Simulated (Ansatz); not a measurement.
Results of PBEsol in Ansatz (plane waves, PAW) for SiO2 (P4₁2₁2, No. 92).

Run with plane-wave cutoff 520 eV, 8×8×6 k mesh (along the axes of the cell as run), Fermi–Dirac smearing 0.01 eV, scalar-relativistic PAW data made under PBE.

Properties against volume:

Shape and atoms are relaxed at each volume.

```tsv
V (Å³/atom)	P (GPa)	direct gap at Γ (eV)	c (Å)	a (Å)
14.196	0.56	5.613	6.896	4.970
14.492	0.26	5.593	6.955	5.000
14.788	-0.01	5.573	7.013	5.030
15.083	-0.25	5.554	7.070	5.060
15.379	-0.49	5.536	7.125	5.089
```

A straight line through the gaps at Γ against ln V gives a volume deformation potential dE_g(Γ)/d ln V of -1.0 eV: the gap at Γ widens under compression.

Ansatz is a program for electronic structure.
